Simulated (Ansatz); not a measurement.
The starting structures come from a database of crystals and need not be the phases stable at ambient conditions.

By PBEsol, the system below comes out a metal.

Crystal: ScCd (Pm-3m, CsCl type, not sure to be the ambient phase, 2 atoms a cell, 21.9 Å³ an atom, -2 GPa at this level); planes in its conventional cell.

Computed with PBEsol (plane waves, PAW; Ansatz, a quantum-chemistry and plane-wave program).

Ballistic conductance counts the channels of both spins, as a mean over 0.1 eV about the Fermi level; spin-orbit coupling is left out.

| plane | area (Å²) | G/A (10¹⁵ S/m²) |
|---|---|---|
| (001) | 12.4 | 0.59 |
| (110) | 17.6 | [?] |
| (111) | 21.5 | [?] |

**Question.** What belongs in the gaps?

**Answer.** 
- (110), G/A (10¹⁵ S/m²): 0.67
- (111), G/A (10¹⁵ S/m²): 0.69
